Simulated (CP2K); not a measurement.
A self-consistent single point of Zr2CuSb3 (P-4m2, 6 atoms in the cell) with CP2K.

Computed with PBEsol, GPW, DZVP-MOLOPT-SR-GTH basis, GTH-PBE potentials (GTH_POTENTIALS) run with CP2K.

The change in words: lattice scaled by 0.98. Reference geometry:
```
CELL_PARAMETERS angstrom
      3.97808     0.00000     0.00000
      0.00000     3.97808     0.00000
      0.00000     0.00000     8.76379
ATOMIC_POSITIONS crystal
  Zr 0.00000 0.50000 0.73761
  Zr 0.50000 0.00000 0.26239
  Cu 0.00000 0.00000 0.00000
  Sb 0.50000 0.50000 0.00000
  Sb 0.00000 0.50000 0.37863
  Sb 0.50000 0.00000 0.62137
```

Reference input (self-consistent single point, DFT PBEsol, GPW, DZVP-MOLOPT-SR-GTH basis, GTH-PBE potentials (GTH_POTENTIALS)): CUTOFF = 600 Ry; REL_CUTOFF = 50 Ry; SMEAR/METHOD = GAUSSIAN; SIGMA = 0.272 eV; KPOINTS/SCHEME = MONKHORST-PACK 5 5 3; XC_FUNCTIONAL = PBE:PBESOL; Zr/BASIS_SET = DZVP-MOLOPT-SR-GTH-q12; Zr/POTENTIAL = GTH-PBE-q12; Cu/BASIS_SET = DZVP-MOLOPT-SR-GTH-q11; Cu/POTENTIAL = GTH-PBE-q11; Sb/BASIS_SET = DZVP-MOLOPT-SR-GTH-q5; Sb/POTENTIAL = GTH-PBE-q5. This run's input differs from it in these lines:

```diff
@@ -65,5 +65,5 @@
     &CELL
-      A 3.97808200 0.00000000 0.00000000
-      B 0.00000000 3.97808200 0.00000000
-      C 0.00000000 0.00000000 8.76379000
+      A 3.89852000 0.00000000 0.00000000
+      B 0.00000000 3.89852000 0.00000000
+      C 0.00000000 0.00000000 8.58851400
       PERIODIC XYZ
@@ -71,8 +71,8 @@
     &COORD
-      Zr       0.00000000     1.98904100     6.46425914
-      Zr       1.98904100     0.00000000     2.29953086
+      Zr       0.00000000     1.94926000     6.33497381
+      Zr       1.94926000     0.00000000     2.25354019
       Cu       0.00000000     0.00000000     0.00000000
-      Sb       1.98904100     1.98904100     0.00000000
-      Sb       0.00000000     1.98904100     3.31823381
-      Sb       1.98904100     0.00000000     5.44555619
+      Sb       1.94926000     1.94926000     0.00000000
+      Sb       0.00000000     1.94926000     3.25186906
+      Sb       1.94926000     0.00000000     5.33664494
     &END COORD
```

Log, with long lists cut:

```
 SCF WAVEFUNCTION OPTIMIZATION

  Step     Update method      Time    Convergence         Total energy    Change
     1 NoMix/Diag. 0.20E+00      -     1.67590745      -159.6554734966 -1.60E+02
     2 Broy./Diag. 0.20E+00      -     0.63444571      -162.8744750292 -3.22E+00
     3 Broy./Diag. 0.20E+00      -     0.09927742      -158.5287693489  4.35E+00
     4 Broy./Diag. 0.20E+00      -     0.12112041      -158.8241751962 -2.95E-01
     5 Broy./Diag. 0.20E+00      -     0.01439269      -159.2473773533 -4.23E-01
     6 Broy./Diag. 0.20E+00      -     0.03864424      -159.0041469967  2.43E-01
   [... 9 lines left out ...]
    16 Broy./Diag. 0.20E+00      -     0.00000600      -158.7778179467 -1.16E-05
    17 Broy./Diag. 0.20E+00      -     0.00000013      -158.7778530097 -3.51E-05
    18 Broy./Diag. 0.20E+00      -     0.00000025      -158.7778498291  3.18E-06
    19 Broy./Diag. 0.20E+00      -     0.00000004      -158.7778496904  1.39E-07
  *** SCF run converged in    19 steps ***

  Overlap energy of the core charge distribution:               0.00000000217002
  Self energy of the core charge distribution:               -273.12036581726187
  Core Hamiltonian energy:                                     67.48802851011463
  Hartree energy:                                              70.56502996576602
  Exchange-correlation energy:                                -23.70594580154095
  Smearing free energy correction:                             -0.00459654924701
  Fermi energy:                                                 0.30932510181074

  Total energy:                                              -158.77784969039510
  Total energy (extrapolated to sigma->0):                   -158.77555141577159

                     Mulliken Population Analysis

   [... lines left out ...]

 STRESS| Analytical stress tensor [bar]
 STRESS|                        x                   y                   z
 STRESS|      x        1.22569861941E+04   1.94396415285E-04   1.60548251986E-04
 STRESS|      y        1.94396415285E-04   1.22570198310E+04   2.28119174316E-04
 STRESS|      z        1.60548251986E-04   2.28119174316E-04   1.33234854923E+04
 STRESS| 1/3 Trace                                             1.26124971725E+04
```

The run converged in 19 iterations. Against the reference run the free energy drops by 14.6 meV/atom, the pressure goes from -4.41 to 1.26 GPa and the largest force goes from 0.108 to 0.039 eV/Å.

The starting cell comes from a database of computed structures (which also holds hypothetical and non-ambient phases and stackings), without a prior relaxation at this level. Its lattice was rescaled by a random factor within 2.5 % of one. For this run, on top of that: lattice scaled by 0.98. Spin polarisation is off. Values carry the incompleteness of an atom-centred basis. The potentials were made for another functional than the one used.

Cost on one core of a shared machine: roughly 2 min.
